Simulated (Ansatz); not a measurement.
Response to strain in GaAs

Base system: GaAs in the zinc blende structure (space group F-43m, No. 216; a = 5.6667 Å).

Strains are applied to the cell and any free atomic positions relax.

Level of theory: Ansatz (a quantum-chemistry and plane-wave program), r2SCAN, PAW, cutoff 500 eV, no spin-orbit coupling.

```
isotropic strain (%)  pressure (GPa)
--------------------  --------------
0                                0.0
0.5                             -1.0
1                               -2.0
1.5                             -2.9
2                                  ?
2.5                             -4.5
3                               -5.2
```

Question: Fit P = P₀ − Bδ + Cδ² with δ = (1 + ε)³ − 1 to the rows shown and predict the withheld row.

Answer: Least squares on the printed values gives P₀ = 0.0 GPa, B = 70.8 GPa, C = 158 GPa (largest residual 0.0 GPa); this predicts -3.7 GPa, and the run gives -3.7 GPa, in agreement.

No phonon test of stability was made.
